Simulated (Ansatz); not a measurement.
**PBE-D3(BJ) against r2SCAN+rVV10: CrI3, isotropic strain +3.43 %**

The parent structure is CrI₃ in the BiI3 type structure (space group R-3, No. 148; a = 6.8182 Å, c = 19.4777 Å (hexagonal axes); ferromagnetic; layered, stacked along the Cartesian z axis).

(Cell as relaxed with PBE-D3(BJ).)

Levels (all Ansatz, a program for electronic structure, PAW): PBE-D3(BJ) (420 eV, without spin-orbit coupling); r2SCAN+rVV10 (500 eV, no spin-orbit coupling).

Each level relaxes its own structure.

```csv
base,PBE-D3(BJ),r2SCAN+rVV10
volume per atom,32.67 Å³,34.11 Å³
lattice parameter a,6.818 Å,6.892 Å
band gap,1.08 eV,1.32 eV
largest site moment,2.92 μB,3.07 μB
```

Now apply this change: an isotropic linear strain of +3.43 %, atoms relaxed at fixed cell.

```tsv
quantity	PBE-D3(BJ)	r2SCAN+rVV10
gap character	indirect, L → T	indirect, Γ → T
shift of the gap caused by the change	+0.06 eV	+0.11 eV
magnetic state	ferromagnetic	ferromagnetic
```

They disagree on the gap character; PBE-D3(BJ)'s shift of the gap caused by the change lies 0.042 eV below r2SCAN+rVV10's; the two agree on the magnetic state. Neither level is exact; r2SCAN+rVV10 is the comparison here, not a measurement.

The magnetic state is the one reached from the starting moments; the real material's order can differ, and small cells can't hold many antiferromagnetic ones. Spin-orbit coupling, missing from the scalar runs, can matter with I. Stability against distortions was not tested.
